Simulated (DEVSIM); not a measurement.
Device: abrupt Si p-n junction, at 400 K.

Layer 1 from the left is Si, thickness (μm) 0.300, Na (cm⁻³) 4.7e15, τn (s) 0.00056, τp (s) 0.00056. Layer 2 from the left is Si, thickness (μm) 2.20, Nd (cm⁻³) 1.5e17, τn (s) 0.00056, τp (s) 0.00056.

Left contact: ohmic. Right contact: ohmic. Voltage is applied to the left contact. Recombination: SRH at mid-gap, radiative. Gap narrowing is on: ΔEg = 6.92 meV × (l + √(l² + 0.5)), l = ln(N/1.3e17 cm⁻³), shared equally by both band edges. Mobility is μmin + (μ − μmin)/(1 + (N/Nref)^α).

Constants are typed, rounded textbook-type inputs, not results; the design itself was drawn at random and stands for no fabricated device. Values at 300 K; Nc and Nv go as T^1.5, mobilities as T to minus their exponent, the gap by Varshni's rule with the affinity fixed.

Si: gap (eV) 1.124, affinity (eV) 4.05, permittivity 11.7, Nc (cm⁻³) 2.86e19, Nv (cm⁻³) 3.1e19, μn (cm²/Vs) 1417, μp (cm²/Vs) 470, μn,min 52, μp,min 45, Nref,n 9.7e16, Nref,p 2.2e17, αn 0.68, αp 0.72, T exponent of μn 2.3, T exponent of μp 2.2, B (cm³/s) 4.7e-15, Varshni α (eV/K) 0.000473, Varshni β (K) 636.

DEVSIM, 1D drift-diffusion, Boltzmann statistics, complete ionisation; no tunnelling, impact ionisation, image-force lowering or self-heating.

Q: What does the simulation give for the dark forward voltage at 100 A/cm², the dark forward voltage at 1 A/cm², the largest field in the device at zero bias, the potential step across the device at zero bias?

A: dark forward voltage at 100 A/cm² 0.384 V; dark forward voltage at 1 A/cm² 0.191 V; largest field in the device at zero bias 34000 V/cm; potential step across the device at zero bias 0.579 V.
